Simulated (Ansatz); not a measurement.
Reference: TiC (Fm-3m), PBEsol, DFPT electron-phonon coupling, linearised Boltzmann equation (plane waves, PAW, scalar-relativistic; Ansatz, a program for electronic structure); axes and stresses refer to this cell.

```
CELL_PARAMETERS angstrom
      0.00000     2.14661     2.14661
      2.14661     0.00000     2.14661
      2.14661     2.14661     0.00000
ATOMIC_POSITIONS crystal
  Ti 0.00000 0.00000 0.00000
  C  0.50000 0.50000 0.50000
```

The resistivity at 300 K is 12.5 μΩ·cm.

### Question
Change: functional PBE, cell relaxed with it. What happens to resistivity at 300 K?

### Answer
resistivity at 300 K grows to 13.5 μΩ·cm.

### Question
Change: hydrostatic pressure 30 GPa. What happens to resistivity at 300 K?

### Answer
resistivity at 300 K drops to 8.3 μΩ·cm.

Metals; harmonic phonons alone scatter; means over directions. Halving the electron mesh moves these values by up to 5 %; q meshes are mostly untested. Spin-orbit coupling is left out unless a row names it. Stresses and pressures are the targets of the relaxation.  The structure type is held under load, also where the real crystal would transform.
